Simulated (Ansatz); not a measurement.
Base system: Ca in the fcc (Cu type) structure (space group Fm-3m, No. 225; a = 5.5264 Å; relaxed with 0.1 eV smearing).

All numbers come from Ansatz (a quantum-chemistry and plane-wave program) PBE, no SOC, earlier PAW set.

Base values:

| Quantity | Result |
|---|---|
| Pressure | 0.0 GPa |
| Band gap | zero |

Modification: the cell is scaled by 0.9876 in all directions; the atoms relax in the strained cell.

What happens to the pressure?

The pressure goes from zero to 0.7 GPa.

What does the calculation give for the energy relative to the base after the change?

The energy goes up by 3.3 meV/atom.

Predict the new band gap.

The band gap stays zero.

Stability against distortions was not tested.
